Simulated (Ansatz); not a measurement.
SiCl2 on the (100) surface of germanium (p(2x2) alternately buckled dimers; a constructed slab, bottom: dihydride, held), one in a cell of 66 Å², started at the site 'top Ge'

Level of theory: PBE (plane waves to 420 eV, PAW; Ansatz, a quantum-chemistry and plane-wave program).

Set-up: 43 atoms, 11.3 Å thick at the start with caps and adatoms under the adsorbate (thin: gaps and levels are the slab's own); mesh 3x3x1; 0.01 eV smearing; dipole correction on; 24 atoms held, the rest relaxed; held to the start's symmetry, so lower structures may exist; no spin, no spin-orbit, no U, no dispersion correction. At the end it is bonded to Ge. In PBE this state lies 1.18 eV over the lowest of the starts that converged ('over Ge at depth 1.6 Å').

```
Quantity                                                                                                                                                                        Value
----------------------------------------------------------------------------------------------  -------------------------------------------------------------------------------------
energy of the end state, in which the adsorbate rearranged the host, against SiCl4(g) − Cl2(g)                                                                                4.16 eV
change of the step from the bottom to the top vacuum level, against the clean slab                                                                                           -0.16 eV
energy released by relaxation                                                                                                                                                 1.12 eV
height of the binding atom over the mean of the host atoms within 0.3 Å of the top one                                                                                        1.631 Å
largest move of a host atom                                                                                                                                                    1.04 Å
caution                                                                                              the clean host was not checked against rearrangement in a larger or rattled cell
caution                                                                                         the host itself rearranges in this cell, so the energy holds part of a reconstruction
cost                                                                                                                                                     very roughly 40 core-minutes
```

A negative adsorption energy means that the adsorbate is more stable on the surface than in its reference.
